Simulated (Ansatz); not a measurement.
Base system: Au in the hcp (Mg type) structure (space group P6_3/mmc, No. 194; a = 2.862 Å, c = 4.802 Å).

Levels (all Ansatz, a first-principles code, PAW): PBEsol (420 eV, no spin-orbit coupling); PBEsol+SOC (420 eV, with spin-orbit coupling).

The geometry is relaxed with PBEsol.

PBEsol pressure: 0.0 GPa

Q: How does going to PBEsol+SOC change the pressure?

A: The pressure goes from zero to -1.5 GPa.

Single points use the geometry relaxed with PBEsol. Differences between runs with and without spin-orbit coupling are approximate. No phonon test of stability was made. The base started in Cmcm and relaxed to P6_3/mmc at this level. This is not the structure that Au has at room temperature and ambient pressure.
